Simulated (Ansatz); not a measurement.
**Several settings converged on Zr (Im-3m, 1 atom in the cell)**

```
Zr
1.0
   -1.79980     1.79980     1.79980
    1.79980    -1.79980     1.79980
    1.79980     1.79980    -1.79980
Zr
1
Direct
  0.00000   0.00000   0.00000
```

Base method: LDA (PW92), default PAW files made with PBE (plane waves; Ansatz, a quantum-chemistry and plane-wave program).

Base settings: basis.ecutwfc = 420 eV; kpoints.mp_grid.grid = 13 13 13; hamiltonian.xc = lda; hamiltonian.pseudopotentials = {kind: paw} (the program's default PAW files); scf.occupations.method = fermi_dirac; scf.occupations.width = 0.1 eV.

The count of work is k-points × plane waves × bands × iterations; it is no time. 

**The cutoff for other potential files**

Level: DFT, LDA (PW92), plane waves, harder PAW files (source: ansatz) made with PBE.

In this ladder: hamiltonian.pseudopotentials = {kind: paw, source: ansatz}.

The second cell is the first with its lattice scaled by 0.98.

The mesh stays at the base's, so the ladder's end is converged at best in this setting alone.

The first pressure column holds Ansatz's estimate of the finite-basis (Pulay) stress, which hides part of the cutoff error; the other is without it.

Only quantities that move along the ladder and can be compared are tabulated.

```csv
basis.ecutwfc,free energy less the last step's (meV/atom),energy of the compressed cell less the first (meV/atom),pressure (GPa),pressure without the Pulay estimate (GPa),count of work / last
190 eV,3750.34,-33.24,-7.67,-115.35,0.11
230 eV,972.42,-59.18,-9.02,-44.53,0.14
295 eV,81.32,-49.29,-8.10,-12.47,0.19
355 eV,8.62,-49.80,-8.12,-8.52,0.29
420 eV,3.36,-49.84,-8.12,-8.15,0.36
505 eV,2.64,-49.85,-8.12,-8.13,0.47
630 eV,1.53,-49.86,-8.12,-8.15,0.69
840 eV,0.00,-49.86,-8.12,-8.14,1.0
```

State of the free energy at the end of the ladder: still drifting one way, by 2.6 meV/atom over the last two steps, so the last step is no safe reference.

Coarsest basis.ecutwfc that holds the pressure within 0.1 GPa of the last step, with all finer ones: 295 eV, at 0.19 of the last step's count of work; the step before is off by 0.90 GPa.

Coarsest basis.ecutwfc that holds the energy of the compressed cell less the first within 1 meV/atom of the last step, with all finer ones: 295 eV, at 0.19 of the last step's count of work; the step before is off by 9.3 meV/atom.

At the lowest cutoff the pressure without the Pulay estimate lies 107 GPa under the last step's, the usual sign of Pulay stress in an incomplete plane-wave basis.

**The relaxed cell against the cutoff**

In this ladder: relax = cell and atoms.

The mesh stays at the base's, so the ladder's end is converged at best in this setting alone.

Only quantities that move along the ladder and can be compared are tabulated.

```tsv
basis.ecutwfc	relaxed volume (Å³/atom)	relaxation steps
210 eV	21.076	16
250 eV	21.164	13
295 eV	21.220	9
355 eV	21.186	7
420 eV	21.189	5
505 eV	21.188	5
630 eV	21.188	5
840 eV	21.188	5
```

Coarsest basis.ecutwfc that holds the relaxed volume within 0.042 Å³/atom of the last step, with all finer ones: 250 eV; the step before is off by 0.11 Å³/atom.

At the lowest cutoff the cell relaxes to a volume 0.5 % smaller than at the highest. Ansatz relaxes on a stress corrected for the finite basis.

On the base run: the starting cell comes from a database of computed structures (which also holds hypothetical and non-ambient phases and stackings), without a prior relaxation at this level. Its lattice was rescaled by up to half a per cent.

Keys are those of Ansatz 0.2.
